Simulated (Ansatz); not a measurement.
Start from VBiO4 (space group I4_1/a, No. 88).

Space group I4₁/a, origin choice 1 (No. 88); a = b = 5.166 Å, c = 11.779 Å, α = β = γ = 90.00°

```csv
atom,site,symmetry,x,y,z
Bi,4a,-4..,0.0000,0.0000,0.0000
V,4b,-4..,0.0000,0.0000,0.5000
O,16f,1,0.2509,0.3616,0.0781
```
(The calculation used a cell of 12 atoms; values per cell refer to that cell.)

Level of theory: PBE, PAW, 420 eV (Ansatz, a program for electronic structure; no spin-orbit coupling), earlier PAW set.

Before the change:

The volume per atom comes out as 13.10 Å³ and the c/a ratio is 2.280.

The change: a hydrostatic pressure of 22.5 GPa.

Task: How does this affect the volume per atom and c/a ratio?

Result: The volume per atom decreases by 1.66 Å³ (13.10 Å³ → 11.44 Å³); the c/a ratio shrinks by 0.050 to 2.230.

Load acts through the strain it causes; cell and atoms are relaxed under it. No phonon test of stability was made. Competing high-pressure phases were not computed. Seeded moments were not kept for the base. All final runs are without spin polarisation.
